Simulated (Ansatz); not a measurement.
An Ansatz (an electronic-structure program) input (r2SCAN (Ansatz, PAW, without spin-orbit coupling)):

Ansatz 0.2 input:
```yaml
crystal:
  lattice:
    - [0, 3.1199003818, 3.1199003818]
    - [3.1199003818, 0, 3.1199003818]
    - [3.1199003818, 3.1199003818, 0]
  atoms:
    - { symbol: Pb, position: [0, 0, 0] }
    - { symbol: Se, position: [0.5, 0.5, 0.5] }
basis: { ecutwfc: 500, ecutrho_ratio: 4, xc_grid: 4, fft_grid_basis: typed }
kpoints: { mp_grid: { grid: [9, 9, 9] } }
hamiltonian:
  xc: r2scan
  dispersion: none
  pseudopotentials: { kind: paw }
scf: { occupations: { method: fermi_dirac, width: 0.05 }, convergence: { dr2_threshold: 0.0000000002 } }
relax: { f_tol: 0.005, max_steps: 50 }
output: { forces: true, stress: true }
checkpoint: { write: state.ck, write_every: 1000 }
```

Task: Which symmetry and how many k-points will the program report, and about how many plane waves at Γ?

Result: Space group Fm-3m (ITA 225) with 48 operations, k-points 35 of 729, and 1471 plane waves at Γ.

Task: And the final pressure?

Result: -1.44 GPa (compression positive).

The cells carry an imposed strain or load. No phonon test of stability was made. The cell was made from PbSe in the rock salt structure (space group Fm-3m, No. 225) by this change: isotropic strain +1.00 %.
